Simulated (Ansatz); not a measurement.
**B4C, pressure series**

The reference is B₄C (space group Cm, No. 8; a = 8.743 Å, b = 5.580 Å, c = 5.028 Å, α = 90.00°, β = 118.74°, γ = 90.00°; a cell from a computed database, its experimental status unchecked).

Cell and atoms are relaxed at each pressure.

Level of theory: PBEsol/PAW in Ansatz (an electronic-structure program), scalar-relativistic without spin-orbit coupling.

```tsv
pressure (GPa)	volume per atom (Å³/atom)
-2	7.228
-1	7.197
0	7.168
0.3	7.159
1.5	7.124
3	?
5	7.027
7.5	6.961
10	6.898
```

Task: Fit the third-order Birch–Murnaghan form P(V) = (3B₀/2)[(V₀/V)^(7/3) − (V₀/V)^(5/3)]·[1 + (3/4)(B₀′ − 4)((V₀/V)^(2/3) − 1)] (squares taken in P) to the rows shown and predict the withheld row.

Result: Least squares on the printed values gives V₀ = 7.168 Å³/atom, B₀ = 243 GPa, B₀′ = 3.6; this predicts 7.082 Å³/atom, and the run gives 7.082 Å³/atom, in agreement.

Load acts through the strain it causes; cell and atoms are relaxed under it. Stability against distortions was not tested. No other phases were tried under pressure.
